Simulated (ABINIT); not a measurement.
Worked example: self-consistent single point of Ba (Im-3m, 1 atom in the cell) in ABINIT.

Computed with PBEsol, PAW (JTH v2.0 PBE PAW, files made for PBE) (plane waves; ABINIT 10.0.3).

```xyz
1
Lattice="-2.5599 2.5599 2.5599 2.5599 -2.5599 2.5599 2.5599 2.5599 -2.5599" Properties=species:S:1:pos:R:3 pbc="T T T"
Ba     0.0000     0.0000     0.0000
```

Reference input (self-consistent single point, DFT, PBE, plane waves, PAW (JTH v2.0 PBE PAW)): pseudos = [Ba.GGA_PBE-JTH.xml]; ecut = 20 Ha; pawecutdg = 40 Ha; ixc = 11; occopt = 3; tsmear = 0.00183747 Ha; ngkpt = 12 12 12; nshiftk = 1; shiftk = 0 0 0; potentials = JTH v2.0 PBE PAW; nband = 10; kptopt = 1. This run's input differs from it in these lines:

```diff
@@ -17,3 +17,3 @@
 pawecutdg 40 Ha
-ixc 11
+ixc -116133
 occopt 3
```

Log, with long lists cut:

```
--- !BeginCycle
solver: {iscf: 17, nstep: 80, nline: 4, wfoptalg: 10, }
tolerances: {toldfe: 1.00E-09, }
...

     iter   Etot(hartree)      deltaE(h)  residm     nres2
 ETOT  1  -25.824262219189    -2.582E+01 2.688E-02 1.220E-01
 ETOT  2  -25.838577382406    -1.432E-02 1.801E-03 9.477E-03
 ETOT  3  -25.838526643450     5.074E-05 4.858E-04 1.940E-03
 ETOT  4  -25.838534650599    -8.007E-06 3.373E-04 3.659E-04
 ETOT  5  -25.838537098653    -2.448E-06 3.821E-05 7.711E-06
 ETOT  6  -25.838537126727    -2.807E-08 1.216E-05 4.536E-07
 ETOT  7  -25.838537127084    -3.566E-10 3.457E-06 5.940E-08
 ETOT  8  -25.838537127068     1.529E-11 4.131E-06 1.611E-09
 At SCF step    8, etot is converged :
  for the second time, diff in etot=  1.529E-11 < toldfe=  1.000E-09

 Cartesian components of stress tensor (hartree/bohr^3)
  sigma(1 1)=  3.66639200E-05  sigma(3 2)=  0.00000000E+00
  sigma(2 2)=  3.66639200E-05  sigma(3 1)=  0.00000000E+00
  sigma(3 3)=  3.66639200E-05  sigma(2 1)=  0.00000000E+00

 ----iterations are completed or convergence reached----

 reduced coordinates (array xred) for    1 atoms
       0.000000000000      0.000000000000      0.000000000000
 cartesian forces (eV/Angstrom) at end:
    1     -0.00000000000000    -0.00000000000000    -0.00000000000000
 frms,max,avg= 0.0000000E+00 0.0000000E+00   0.000E+00  0.000E+00  0.000E+00 e/A
 length scales=  8.378973358687  8.378973358687  8.378973358687 bohr
   [... lines left out ...]
 Fermi (or HOMO) energy (eV) =   1.62546   Average Vxc (eV)=  -7.54689
   [... lines left out ...]
'-kT*entropy'       : -3.78770392973917E-04
total_energy        : -2.58385450024512E+01
total_energy_eV     : -7.03102566445585E+02
...

-Cartesian components of stress tensor (GPa)         [Pressure= -1.0787E+00 GPa]
- sigma(1 1)=  1.07868959E+00  sigma(3 2)=  0.00000000E+00
- sigma(2 2)=  1.07868959E+00  sigma(3 1)=  0.00000000E+00
- sigma(3 3)=  1.07868959E+00  sigma(2 1)=  0.00000000E+00

 Calculation completed.
```

The run converged in 8 iterations. 

The starting cell has typed, rounded lattice constants, without a prior relaxation at this level. Its lattice was rescaled by a random factor within 2.5 % of one. The potentials were made for another functional than the one used.

These are the values that this program gave, and no reference: the one-centre exchange-correlation terms come from a truncated expansion.
